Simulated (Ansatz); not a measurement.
## metastable polar orthorhombic HfO2: the defect C on the Hf site + O vacancy (C_Hf+V_O)

The numbers are results of PBE, PAW (plane waves to 420 eV; Ansatz, an electronic-structure program), not measurements. Cell: 96 sites, 2×2×2 repeats of a cell of 12 atoms; final energies on a 2×2×2 shifted mesh. Sites at the start: the Hf site; O(1) 2.04 Å away. Charged cells carry a point-charge image correction with potential alignment at far atoms. Dielectric constants: PBE linear response of the host. Host gap at this level: 4.36 eV. A cell of this size leaves errors of a few tenths of an eV. Levels are measured in PBE's own, too narrow, gap. Spin–orbit coupling is left out, which matters for these heavy elements. Each state is the lowest found from its start.

Formation energies E_f are given with the Fermi level at the valence-band maximum. Chemical conditions: Hf-rich (Δμ(Hf) = 0.00 eV, Δμ(O) = -5.15 eV, Δμ(C) = -1.83 eV, bounded by HfC (Fm-3m); only phases computed here count, gases as isolated molecules at 0 K); O-rich (Δμ(Hf) = -10.30 eV, Δμ(O) = 0.00 eV, Δμ(C) = -4.05 eV, bounded by CO2 (Pa-3); only phases computed here count, gases as isolated molecules at 0 K). Reference phases: C: graphite, Hf: hcp Hf, O: O2 molecule in a box.

In at least one state atoms left their starting sites on relaxation (a large move, or an atom on the emptied site), so the name describes the start.

The name describes the start; the neighbours show where the atoms ended.

Charges with a result: +2, +1, 0. Others weren't obtained, and one of them could lie lower, also by skipping a charge.

```
charge         moment (μB)  point group  largest move off a lattice site (Å)  neighbours of the last C atom of the defect at the end (Å)  image correction with alignment (eV)  E_f, Hf-rich (eV)  E_f, O-rich (eV)
------  ------------------  -----------  -----------------------------------  ----------------------------------------------------------  ------------------------------------  -----------------  ----------------
+2†     not spin-polarised            –                                 1.40            O 1.27, O 1.29, O 1.32, Hf 2.69, O 2.69, Hf 2.77                                 -0.78                  –                 –
+1†                    1.0            –                                 1.11                    O 1.37, O 1.37, O 1.43, Hf 2.76, Hf 2.78                                 -0.44                  –                 –
0       not spin-polarised           C1                                 0.87                     O 1.33, O 1.48, O 2.29, O 2.51, Hf 2.78                                  0.00              11.05              8.12
```

† Not settled in this cell, so no level is given: charge +2: a large or scattered potential alignment; charge +1: a large or scattered potential alignment.

Point groups are those of the whole cell at tolerances of 0.03 and 0.1 Å ("near" where only the looser one holds); none is given for unsettled states.

Flagged in the runs: a host whose relaxation on this sampling wasn't shown to rest, a strain field that reaches the edge of the cell.

All states together cost about 5 core-hours (a rough figure).
